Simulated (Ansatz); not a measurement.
System: cubic perovskite TlMnCl3. Method: r²SCAN+rVV10 (Ansatz, a quantum-chemistry and plane-wave program, PAW).

Settings: plane-wave cutoff 560 eV, 8×8×8 k mesh, Fermi–Dirac smearing 0.01 eV, spin-polarised start, scalar-relativistic PAW data made under PBE.

The cell is scaled about its equilibrium volume:

```json
[
 {"V (Å³/atom)": "23.292", "P (GPa)": "3.03", "direct gap at Γ (eV)": "4.767", "smallest gap on the k mesh (eV)": "1.707"},
 {"V (Å³/atom)": "23.787", "P (GPa)": "1.91", "direct gap at Γ (eV)": "4.789", "smallest gap on the k mesh (eV)": "1.842"},
 {"V (Å³/atom)": "24.283", "P (GPa)": "0.90", "direct gap at Γ (eV)": "4.788", "smallest gap on the k mesh (eV)": "1.968"},
 {"V (Å³/atom)": "24.779", "P (GPa)": "0.00", "direct gap at Γ (eV)": "4.784", "smallest gap on the k mesh (eV)": "2.087"},
 {"V (Å³/atom)": "25.274", "P (GPa)": "-0.81", "direct gap at Γ (eV)": "4.776", "smallest gap on the k mesh (eV)": "2.198"},
 {"V (Å³/atom)": "25.770", "P (GPa)": "-1.53", "direct gap at Γ (eV)": "4.765", "smallest gap on the k mesh (eV)": "2.302"},
 {"V (Å³/atom)": "26.265", "P (GPa)": "-2.17", "direct gap at Γ (eV)": "4.751", "smallest gap on the k mesh (eV)": "2.400"}
]
```

The fundamental gap (2.09 eV at the equilibrium volume, with added k points) lies elsewhere than Γ–Γ.

Note: the magnetic order was assumed, not searched for or taken from measurement; the relaxation could not lower the start's symmetry, so the cell can be a saddle point above a distorted one.

Spin–orbit coupling is not included; with these elements it can move the gap by several tenths of an eV or more.
